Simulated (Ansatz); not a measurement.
Take LiH in the rock salt structure (space group Fm-3m, No. 225; a = 4.005 Å) as the base. Axes: x, y, z lie along the cube axes.

Computed with r2SCAN/PAW in Ansatz (a program for electronic structure), no spin-orbit coupling.

Strains are applied to the cell and any free atomic positions relax.

One change was made to it. Results:

```csv
quantity,base,after
band gap,3.63 eV,3.18 eV
energy relative to the base (free energy F),0 meV/atom,+3.1 meV/atom
"pressure (mean of the normal stresses, compression positive)",0.00 GPa,-0.14 GPa
electron mass,"0.13 mₑ along k, 0.98 mₑ across (at X)","0.13 mₑ along k, 0.98 mₑ across (at X)"
```

Q: Which change produced these results?
A) uniaxial strain ε_yy = −2.18 %
B) strain tensor (xx, yy, zz, yz, xz, xy) = (+2.77, −1.25, −0.80, −1.21, +0.46, −1.02) %
C) isotropic strain +3.85 %
D) isotropic strain +1.76 %

A: B, strain tensor (xx, yy, zz, yz, xz, xy) = (+2.77, −1.25, −0.80, −1.21, +0.46, −1.02) %. For comparison, the band gap in the other runs: isotropic strain +1.76 % gives 3.66 eV; uniaxial strain ε_yy = −2.18 % gives 3.40 eV; isotropic strain +3.85 % gives 3.69 eV.

Effective masses come from finite differences of ±0.01 Å⁻¹. Along k means along the line from Γ to the band edge. No phonon test of stability was made.
